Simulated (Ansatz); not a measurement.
Density of states of SiC (F-43m) above the conduction band minimum, Ansatz (an electronic-structure program) with HSE06, rigid bands; cell volume 20.7 Å³.

```tsv
energy from edge (eV)	10⁻³ states/eV/cell
0.006	5.79
0.031	13.4
0.056	18.0
0.081	21.8
0.106	25.3
0.131	28.3
0.156	31.4
0.181	34.1
0.206	36.9
0.231	39.3
0.256	41.8
0.281	44.3
0.319	47.9
0.344	50.6
0.369	52.6
0.394	55.0
0.419	57.5
0.444	59.6
0.469	62.1
0.494	64.0
0.519	66.1
0.544	68.7
0.569	71.1
0.594	73.1
```

Task: What effective density of states at 300 K does this give (∫ g(E) exp(−E/k_BT) dE, both spins, divided by the cell's size)?

Result: 1.4e19 cm⁻³, a density-of-states mass of 0.67 mₑ, valleys and band degeneracy included.

Spin-orbit coupling is left out. Geometry: cell and atoms relaxed with PBEsol.
